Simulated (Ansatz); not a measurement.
## SiO2: energy against strain

SiO2 (quartz, P3_221, 13.373 Å³/atom at rest, c along z) under a strain ε along c (axis z), the other axes held. PBE in Ansatz, a plane-wave DFT program (PAW, default set), 420 eV, 8×8×6 Γ-centred mesh, Fermi-Dirac smearing 0.05 eV; ions are relaxed within the symmetry of each cell.

Here s stands for strain and y for E less E0.

```csv
strain (%),E less E0 (meV/atom)
-3.00,?
-1.50,0.85
-0.75,0.20
0.00,0.00
0.75,0.20
1.50,0.81
```

**Question.** Fit y against s with a parabola, and predict the withheld value at s = -3.00.

**Answer.** Least squares gives y = -0.005 - 0.0107·s + 0.3708·s². Residuals (row less fit): 0.005, -0.012, 0.005, 0.004, -0.003; standard error 0.010 (degrees of freedom: 2). Twice the quadratic coefficient over the volume, 2 × 0.3708 meV × 10⁴ × 0.1602 / 13.373 Å³, is the elastic constant C33 = 89 ± 1.2 GPa. At the withheld row, y = -0.005 - 0.0107 × (-3.00) + 0.3708 × (-3.00)² = 3.364 meV/atom. The calculation gives 3.52 meV/atom, 0.156 meV/atom above the prediction (4.4 % of the range of y in the table). The row lies outside the fitted rows, so this is an extrapolation. From the scatter of the fitted rows alone, a prediction at this place has a standard error of 0.042 meV/atom, so the miss is 3.7 times that.

One order more, fitted to all 9 runs of the series, follows each within 0.02, so the miss is the next term of a smooth law. Rows are the converged runs of the series near zero and its far end; series whose fitted rows scatter by over a few per cent of the range, as at a crossing or softening among them, aren't shown in this form. Most that stay on the fit to the last digits aren't either.
